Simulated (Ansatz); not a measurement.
**What each level gives and costs: GaP (F-43m, 2 atoms in the cell)**

```xyz
2
Lattice="0.0000 2.7258 2.7258 2.7258 0.0000 2.7258 2.7258 2.7258 0.0000" Properties=species:S:1:pos:R:3 pbc="T T T"
Ga     0.0000     0.0000     0.0000
P      1.3629     1.3629     1.3629
```

Program: Ansatz (a program for electronic structure), default PAW files made with PBE; each row names its functional.

Base settings: basis.ecutwfc = 30.9 Ry; kpoints.mp_grid.grid = 8 8 8; hamiltonian.xc = pbe0; hamiltonian.pseudopotentials = {kind: paw} (the program's default PAW files); scf.occupations.method = gaussian; scf.occupations.width = 0.0007 Ry.

Differences are taken from PBE0, a reference of convenience: it is no measurement, and no ranking of the functionals follows.

Core times come from one kind of shared machine and are given to one figure; runs under 30 s give none.

The starting cell comes from a database of computed structures (which also holds hypothetical and non-ambient phases and stackings), without a prior relaxation at this level. Ansatz's pressure includes its estimate of the finite-basis (Pulay) stress.

```
level   gap on the mesh less reference (eV)  pressure less reference (GPa)  core time / reference (rough)
------  -----------------------------------  -----------------------------  -----------------------------
PBEsol                               -1.431                          -1.01                              –
HSE06                                -0.658                           0.24                            0.9
PBE0                                  0.000                           0.00                              1
```

Keys are those of Ansatz 0.2.
